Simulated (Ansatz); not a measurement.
The reference is Ir in the fcc (Cu type) structure (space group Fm-3m, No. 225; a = 3.831 Å; relaxed with 0.1 eV smearing). Axes: x, y, z lie along the cube axes.

Calculations: PBEsol, PAW, 420 eV (Ansatz, a quantum-chemistry and plane-wave program; no spin-orbit coupling).

Perturbation: uniaxial strain ε_zz = +1.00 %, all other strain components held at zero, atoms relaxed at fixed cell.

Predict the new stress and energy relative to the base.

The stress (xx, yy, zz, yz, xz, xy; compression positive) comes out as (-2.5, -2.5, -6.2, 0.0, 0.0, 0.0) GPa; the energy increases by 2.8 meV/atom.

No phonon test of stability was made. The final runs are not spin-polarised.
